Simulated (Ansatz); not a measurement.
Pressure series in SiO2

Start from SiO$_{2}$ in the rutile structure (space group P4_2/mnm, No. 136; a = 4.236 Å, c = 2.690 Å).

Cell and atoms are relaxed at each pressure.

Level of theory: PBE/PAW in Ansatz (an electronic-structure program), without spin-orbit coupling.

```tsv
pressure (GPa)	volume per atom (Å³/atom)
-2	8.111
-1	8.078
0	8.047
0.9	8.019
2.1	?
4.5	7.914
9	7.795
15	7.651
22.5	7.491
```

Fit the third-order Birch–Murnaghan form P(V) = (3B₀/2)[(V₀/V)^(7/3) − (V₀/V)^(5/3)]·[1 + (3/4)(B₀′ − 4)((V₀/V)^(2/3) − 1)] (squares taken in P) to the rows shown and predict the withheld row.

Least squares on the printed values gives V₀ = 8.047 Å³/atom, B₀ = 260 GPa, B₀′ = 5.4; this predicts 7.983 Å³/atom, and the run gives 7.983 Å³/atom, in agreement.

Measured bulk modulus of SiO2: 309.9 GPa (room temperature; as listed in arXiv:1001.2066); the computed value is for a static lattice, so the two differ by thermal effects too.

Load acts through the strain it causes; cell and atoms are relaxed under it. No phonon test of stability was made. No other phases were tried under pressure.
